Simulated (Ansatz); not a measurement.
# Re, response to strain

Take Re (space group R-3m, No. 166; a = 2.753 Å, c = 19.965 Å (hexagonal axes); a cell from a computed database, its experimental status unchecked; relaxed with 0.1 eV smearing) as the base. Axes: x lies along a and z along c of the hexagonal cell.

Strains are applied to the cell and any free atomic positions relax.

The values are results of DFT with PBEsol, PAW potentials and a 420 eV plane-wave cutoff in Ansatz (an electronic-structure program), no spin-orbit coupling, not measurements.

Notes on the quantities. pressure: mean of the normal stresses, compression positive; energy relative to the base: free energy F.

| case | pressure | shortest interatomic distance | energy relative to the base | space group |
|---|---|---|---|---|
| base | 0.0 GPa | 2.727 Å | 0 meV/atom | R-3m (No. 166) |
| isotropic strain −2.24 % | 30.7 GPa | 2.664 Å | +86 meV/atom | R-3m (No. 166) |
| isotropic strain +2.58 % | -25.1 GPa | 2.799 Å | +97 meV/atom | R-3m (No. 166) |
| tensor shear ε_yz = −2.14 % | 0.5 GPa | 2.678 Å | +14 meV/atom | C2/m (No. 12) |

Stability against distortions was not tested. The final runs are not spin-polarised. This is not the structure that Re has at room temperature and ambient pressure.
